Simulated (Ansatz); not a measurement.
Base system: InSb in the zinc blende structure (space group F-43m, No. 216; a = 6.4497 Å). Axes: x, y, z lie along the cube axes.

Calculations: LDA (Ansatz, a program for electronic structure, PAW, without spin-orbit coupling).

Strains are applied to the cell and any free atomic positions relax.

One change was made to it. Results:

```json
[
 {"quantity": "shortest interatomic distance", "base": "279.3 pm", "after": "278.6 pm"},
 {"quantity": "energy relative to the base (free energy F)", "base": "0 meV/atom", "after": "+1.6 meV/atom"},
 {"quantity": "band gap", "base": "zero", "after": "zero"}
]
```

Question: Name the change that was made.
A) tensor shear ε_xy = +0.57 %
B) tensor shear ε_xy = +1.71 %
C) tensor shear ε_xy = +1.14 %

Answer: C, tensor shear ε_xy = +1.14 %. For comparison, the energy relative to the base in the other runs: tensor shear ε_xy = +0.57 % gives +0.4 meV/atom; tensor shear ε_xy = +1.71 % gives +3.6 meV/atom.

Spin-orbit coupling, missing from the scalar runs, can matter with Sb. No phonon test of stability was made. The final runs are not spin-polarised. Gaps under 0.05 eV, about the width of the smearing, are given as zero. The zero or small gap of InSb can change with the level of theory.
